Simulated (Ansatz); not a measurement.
# NiO: response to strain

The parent structure is NiO in the rock salt structure (space group Fm-3m, No. 225; a = 4.191 Å; ferromagnetic). Axes: x, y, z lie along the cube axes.

Strains are applied to the cell and any free atomic positions relax; under biaxial strain the out-of-plane vector relaxes too; under stress the whole cell relaxes.

Level of theory: r2SCAN (Ansatz, a first-principles code), scalar-relativistic without spin-orbit coupling, earlier PAW set.

Candidates:
(a) isotropic strain −0.79 %
(b) biaxial strain −1.60 %, plane normal [001], relaxed out of plane
(c) uniaxial stress, 5 GPa tension along z
(d) biaxial strain −3.45 %, plane normal [110], relaxed out of plane

Notes on the quantities. energy relative to the base: free energy F.

Task: Order them by energy relative to the base, lowest first.

Result: (c) uniaxial stress, 5 GPa tension along z (+2.6 meV/atom), (a) isotropic strain −0.79 % (+3.6 meV/atom), (b) biaxial strain −1.60 %, plane normal [001], relaxed out of plane (+6.7 meV/atom), (d) biaxial strain −3.45 %, plane normal [110], relaxed out of plane (+26 meV/atom)

Beyond what the load breaks, stability against distortions was not tested. No Hubbard U is applied and the magnetic state is the run's own (NiO ferromagnetic); other magnetic orders, which need larger cells, were not tried and can change the gap. In its common phase, real NiO is an antiferromagnetic insulator at low temperature.
